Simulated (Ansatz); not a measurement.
An Ansatz (a quantum-chemistry and plane-wave program) input (PBEsol (Ansatz, PAW, no spin-orbit coupling)):

Ansatz 0.2 input:
```yaml
crystal:
  lattice:
    - [0, 2.6185524717, 2.6185524717]
    - [2.6185524717, 0, 2.6185524717]
    - [2.6185524717, 2.6185524717, 0]
  atoms:
    - { symbol: Mo, position: [0, 0, 0] }
    - { symbol: Mg, position: [0.5, 0.5, 0.5] }
basis: { ecutwfc: 420, ecutrho_ratio: 4, xc_grid: 2, fft_grid_basis: typed }
kpoints: { mp_grid: { grid: [15, 15, 15] } }
hamiltonian:
  xc: pbesol
  dispersion: none
  pseudopotentials: { kind: paw }
scf: { occupations: { method: fermi_dirac, width: 0.05 }, convergence: { dr2_threshold: 0.0000000002 } }
output: { forces: true, stress: true }
checkpoint: { write: state.ck, write_every: 1000 }
```

Problem. Which symmetry and how many k-points will the program report, and about how many plane waves at Γ?

Solution. Space group Fm-3m (ITA 225) with 48 operations, k-points 120 of 3375, and 725 plane waves at Γ.

No phonon test of stability was made. The final runs are not spin-polarised. The cell was made from MgSe by this change: Se → Mo; the result is a hypothetical phase, not in the database extracts checked. MgMo has a high density of states at the Fermi level and may be magnetic at this level.
